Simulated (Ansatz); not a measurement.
System: SiO2 (P6₃22, No. 182, 12 atoms in the cell; start mp-559091; a measured phase of this formula has another space group). Method: HSE06 in Ansatz (PAW).

Numerical settings: plane-wave cutoff 460 eV, 6×6×4 k mesh (along the axes of the cell as run), Fermi–Dirac smearing 0.01 eV, scalar-relativistic PAW data made under PBE.

Cell (relaxed with PBEsol):

```cif
data_O8Si4
_chemical_formula_sum 'Si4 O8'
_space_group_name_H-M_alt 'P 1'
_space_group_IT_number 1
_cell_length_a 5.05950
_cell_length_b 5.05950
_cell_length_c 8.59742
_cell_angle_alpha 90.000
_cell_angle_beta 90.000
_cell_angle_gamma 120.000
loop_
_space_group_symop_operation_xyz
  'x, y, z'
loop_
_atom_site_label
_atom_site_type_symbol
_atom_site_fract_x
_atom_site_fract_y
_atom_site_fract_z
_atom_site_occupancy
Si1 Si 0.66667 0.33333 0.93716 1
Si2 Si 0.33333 0.66667 0.43716 1
Si3 Si 0.66667 0.33333 0.56284 1
Si4 Si 0.33333 0.66667 0.06284 1
O1 O 0.00000 0.41318 0.00000 1
O2 O 0.58682 0.00000 0.50000 1
O3 O 0.58682 0.58682 0.00000 1
O4 O 0.00000 0.58682 0.50000 1
O5 O 0.41318 0.00000 0.00000 1
O6 O 0.41318 0.41318 0.50000 1
O7 O 0.66667 0.33333 0.75000 1
O8 O 0.33333 0.66667 0.25000 1
```

Problem. What does this level give for the band gap and smallest direct gap on the k points sampled?

Solution. 
band gap: 7.26 eV (indirect)
smallest direct gap on the k points sampled: 7.33 eV

Note: cell and atoms aren't relaxed at this level (largest force component 0.18 eV/Å, pressure -2.2 GPa).

Computing time: very roughly 13 core-minutes.

A start named mp-… is a Materials Project structure, which need not be a measured phase.

Ansatz is a quantum-chemistry and plane-wave program.
